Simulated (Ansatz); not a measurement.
# A self-consistent single point of LaBi (I4mm, 2 atoms in the cell) with Ansatz

Level of theory: PBEsol, default PAW files made with PBE (plane waves; Ansatz, a program for electronic structure).

Input as run:

Ansatz 0.2 input:
```yaml
# LaBi
crystal:
  lattice:
    - [0.00000000, 3.34825800, 3.34825800]
    - [3.34825800, 0.00000000, 3.34825800]
    - [3.34825800, 3.34825800, 0.00000000]
  atoms:
    - { symbol: La, position_ang: [3.34825800, 3.34825800, 3.39826088] }
    - { symbol: Bi, position_ang: [0.00000000, 0.00000000, 0.00000000] }
basis:
  ecutwfc: 30.9 Ry
kpoints:
  mp_grid: { grid: [9, 9, 9] }
hamiltonian:
  xc: pbesol
  pseudopotentials: { kind: paw }
scf:
  occupations: { method: gaussian, width: 0.0073 Ry }
output:
  forces: true
  eigenvalues: true
  stress: true
```

Log, with long lists cut:

```
WARN ansatz: RAYON_NUM_THREADS=1 ignored (pool sized by the plan → 1); use --threads N
Pseudopotentials: kind: paw
Pseudopotential: La, paw, valence charge 11
Pseudopotential: Bi, paw, valence charge 15
Crystal: 2 atoms, lattice volume = 75.074 Å³
Basis set: ecut = 420.4159175005146 eV, 1459 PW (Γ), exchange–correlation on 64×64×64 points (8 copies of the dense FFT grid, shifted against one another)
Bands: 17, of which v1, the nominal top of the filled ones, is band 13 counted from 1 (12 counted from 0)
Symmetry: 8 space group operations
Space group: I4mm (ITA 107), of the structure as read, at distance tolerance 4.2e-5 Å
k-points: 75 of 729 (time reversal used)
PAW frozen core: La, regenerated for the run's functional, and the local potential with it
PAW frozen core: Bi, regenerated for the run's functional, and the local potential with it
Initial density: superposition of atomic densities (neutral atoms: chi_scale 0, normalization atom), corrected by the library's trained network
Initial wavefunctions: pseudopotential atomic-orbital guess
Eigensolver: davidson
Functional: x = pbesol(κ = 0.804, μ = 0.12345679012345678), c = pbesol(β = 0.046)
SCF iter   1: F=—  HF=-18405.354985 eV  |F-HF|=—  |Δ(HF+E_count)|=         —  Δρ=1.51e-3  dr2=2.32e-3  ethr=1.77e-3  ⟨swp⟩=4.1  Hψ=5298  notcnv=0
all-band conjugate gradients solve this SCF's bands
preconditioner: auto → Kerker (q_TF=auto, 2.286 Å⁻¹)
SCF iter   2: F=—  HF=-18405.355246 eV  |F-HF|=—  |Δ(HF+E_count)|=   2.61e-4  Δρ=9.65e-4  dr2=1.02e-3  ethr=8.92e-6  ⟨swp⟩=2.1  Hψ=2833  notcnv=0
SCF iter   3: F=—  HF=-18405.355173 eV  |F-HF|=—  |Δ(HF+E_count)|=   7.24e-5  Δρ=2.72e-4  dr2=9.74e-5  ethr=3.91e-6  ⟨swp⟩=2.9  Hψ=2185  notcnv=0
SCF iter   4: F=—  HF=-18405.355155 eV  |F-HF|=—  |Δ(HF+E_count)|=   1.83e-5  Δρ=9.41e-5  dr2=1.08e-5  ethr=3.75e-7  ⟨swp⟩=2.5  Hψ=2171  notcnv=0
SCF iter   5: F=—  HF=-18405.355155 eV  |F-HF|=—  |Δ(HF+E_count)|=   1.74e-7  Δρ=3.44e-5  dr2=1.08e-6  ethr=4.15e-8  ⟨swp⟩=2.3  Hψ=2070  notcnv=0
SCF iter   6: F=-18405.355155 eV  HF=-18405.355155 eV  |F-HF|=2.14e-8  |Δ(HF+E_count)|=   5.16e-7  Δρ=7.04e-6  dr2=4.53e-8  ethr=3.85e-10  ⟨swp⟩=5.3  Hψ=7017  notcnv=0
SCF 1 converged in 6 iterations: F = -18405.355155 eV  dr2 = 4.53e-8
SCF converged after 6 iterations
Free energy (F): -18405.355155 eV
Harris-Foulkes:  -18405.355155 eV  (|F-HF|=2.14e-8)
Internal energy: -18405.353895 eV  (E = F + TS)
E sigma→0 (E₀):  -18405.354525 eV
Entropy (-TS):   -0.001261 eV (-0.630 meV/atom)
Fermi energy:    9.388511 eV
--- Per-component energies (eV) ---
  E_band       = -164.976499
  E_kinetic    = 493.914731
  E_local      = -2003.243241  (includes V_loc(G=0)·N_el)
  E_nonlocal   = 657.024292
  E_hartree    = 665.133058
  E_xc         = -286.868961
  E_vxc        = -289.344906  (∫ρ·V_xc dr)
  E_paw        = -15839.505866  (= ΣΔE_a)
  E_vpaw       = -353.592257  (= ΣTr[D̂ρ^β])
  E_aug_tail   = -0.000460  (compensation charges beyond the density's cutoff)
  E_ewald      = -2092.066710
  E_core_change = 0.259262  (= ΣΔE_core)
  E_smearing   = -0.001261  (= −TS)
  E_closure    = -0.000000  (closes the sum)
  Σ components = -18405.355155   (vs F -18405.355155, Δ=0.00e0)
--- Forces (eV/Å), atoms counted from 1 ---
  atom   1  La     0.00000000     0.00000000    -0.14058979
  atom   2  Bi     0.00000000     0.00000000     0.14058964
  max |Σ_I F_I| component: 1.55e-7 eV/Å
--- Stress (GPa, compression-positive) ---
       -2.908016       0.000000       0.000000
        0.000000      -2.908016       0.000000
        0.000000       0.000000      -2.796445
  P = ⅓ Tr σ = -2.8708 GPa (-28.708 kbar)
  The stress holds the Pulay correction. Without it, at fixed plane waves, as pw.x and ABINIT print it: P = -2.8822 GPa
--- Band table (eV; the first three rows and the last of 75) ---
  k-point 0: bands = ["-23.4758", "-12.2113", "-12.2107", "-12.1659", "-12.1659", "-12.1659", "-7.0745", "-7.0738", "-7.0738", "-0.9490", "9.5840", "9.5840", "9.5848", "10.5882", "10.5945", "10.5945", "10.9726"]
  k-point 1: bands = ["-23.4744", "-12.2129", "-12.2123", "-12.1659", "-12.1654", "-12.1654", "-7.1075", "-7.0710", "-7.0708", "-0.8523", "8.8435", "9.2210", "9.2290", "10.5688", "10.7003", "10.7024", "11.0850"]
  k-point 2: bands = ["-23.4709", "-12.2171", "-12.2166", "-12.1657", "-12.1640", "-12.1640", "-7.1888", "-7.0633", "-7.0631", "-0.6004", "7.7163", "8.6113", "8.6152", "10.5766", "10.9025", "10.9034", "11.1932"]
  k-point 74: bands = ["-23.4620", "-12.2087", "-12.2032", "-12.1682", "-12.1574", "-12.1571", "-7.2422", "-7.1579", "-7.1348", "-0.5071", "7.7766", "8.4556", "8.8810", "9.6657", "11.1013", "11.1255", "11.1680"]
```

The run converged in 6 iterations.

The starting cell comes from a database of computed structures (which also holds hypothetical and non-ambient phases and stackings), without a prior relaxation at this level. Its lattice was rescaled by up to half a per cent. One atom was moved a little off its site on purpose. Spin-orbit coupling is off. Ansatz's pressure includes its estimate of the finite-basis (Pulay) stress.
